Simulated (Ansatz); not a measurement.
BeAu (P2_13), Ansatz (a quantum-chemistry and plane-wave program) with PBEsol, DFPT electron-phonon coupling, linearised Boltzmann equation: phonon-limited resistivity 22.7 μΩ·cm at 300 K, 31.2 μΩ·cm at 400 K, current-weighted mean free path 7.9 nm, Drude plasma energy 4.96 eV.

Task: What temperature coefficient of resistance follows, and how does it compare with 1/T?

Result: (ρ₄₀₀ − ρ₃₀₀)/(100 K × ρ₃₀₀) = 3.74×10⁻³ K⁻¹, against 1/T = 3.33×10⁻³ K⁻¹ for a resistivity proportional to T. It lies higher because phonons are still being populated at 300 K; impurities would add a constant and lower it.

Task: What is the classical skin depth at 100 GHz (nonmagnetic, μ₀ = 1.257×10⁻⁶ H/m)?

Result: δ = √(ρ/(π f μ₀)) = 758 nm.

Task: Estimate the electronic thermal conductivity at 300 K by the Wiedemann-Franz law (L₀ = 2.44×10⁻⁸ W·Ω/K²).

Result: L₀T/ρ = 2.44×10⁻⁸ × 300/(22.7×10⁻⁸) = 32.2 W/(m·K). Inelastic scattering puts the true Lorenz number somewhat under L₀ near and below the Debye temperature.

A metal at this level (no band gap). Only scattering by harmonic phonons is included (no impurities, grain boundaries, electron-electron scattering or thermal expansion). Spin-orbit coupling is left out, which matters with elements this heavy. Halving the electron mesh (20x20x20) moves the resistivity by up to 1 % at 300 K, the mean free path by up to 7 %. Smearing 0.20 eV; phonons on a 3x3x3 q mesh, which this run doesn't test.

Formula and space group known from diffraction (Crystallography Open Database), not checked to be the room-temperature form: BeAu (P2_13).
